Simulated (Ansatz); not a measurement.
The parent structure is GaAs in the zinc blende structure (space group F-43m, No. 216).

```yaml
crystal:
  lattice:
    - [0.00000, 2.83335, 2.83335]
    - [2.83335, 0.00000, 2.83335]
    - [2.83335, 2.83335, 0.00000]
  atoms:
    - { symbol: Ga, position: [0.00000, 0.00000, 0.00000] }
    - { symbol: As, position: [0.25000, 0.25000, 0.25000] }
```

The values are results of r2SCAN (Ansatz, an electronic-structure program; PAW; 500 eV plane waves; no spin-orbit coupling), not measurements.

Before the change:

The electron mass is 0.051 mₑ (at Γ). The volume per atom is 22.75 Å³ and the valley order comes out as Γ 0.96 eV; L along ⟨111⟩ 1.35 eV; a point along ⟨100⟩, about 1.0 Å⁻¹ from Γ 1.72 eV. The width of the top valence band comes out as 3.40 eV.

One thing is altered: hydrostatic tension (pressure −2 GPa).

Estimate the effect on the electron mass.

The electron mass goes from 0.051 mₑ (at Γ) to 0.040 mₑ (at Γ).

What happens to the volume per atom?

The volume per atom goes up by 0.68 Å³ to 23.43 Å³.

What happens to the mean gap deformation potential ΔEg/Δln V?

The mean gap deformation potential ΔEg/Δln V is -8.0 eV.

What does the calculation give for the valley order after the change?

The valley order (the lowest conduction-band minima on the path, energy above the VBM, named in the base's zone) changes from Γ 0.96 eV; L along ⟨111⟩ 1.35 eV; a point along ⟨100⟩, about 1.0 Å⁻¹ from Γ 1.72 eV to Γ 0.73 eV; L along ⟨111⟩ 1.26 eV; a point along ⟨100⟩, about 1.0 Å⁻¹ from Γ 1.75 eV.

Predict the new width of the top valence band.

The width of the top valence band decreases by 0.14 eV to 3.26 eV.

Load acts through the strain it causes; cell and atoms are relaxed under it. Effective masses come from finite differences of ±0.01 Å⁻¹. No phonon test of stability was made.
